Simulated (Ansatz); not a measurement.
## A constructed model of the (0001) surface of hcp Os, a layer of Cu in place of the second plane (bottom of the slab: a bare face, its two planes held)

Calculation: PBE (plane waves to 420 eV, PAW; Ansatz, a program for electronic structure).

Set-up: 6 atoms, 10.7 Å thick at the start; mesh 16x16x1; 0.1 eV smearing; dipole correction on; 2 atoms held, the rest relaxed; start symmetry kept, larger cells not searched; no spin, no spin-orbit, no U. It is one candidate, not shown to be the stable structure of the face.

| Quantity | Result |
|---|---|
| work function of the top face | 5.71 eV |
| energy released by relaxation | 0.026 eV |
| cost | around 110 core-seconds (rough) |
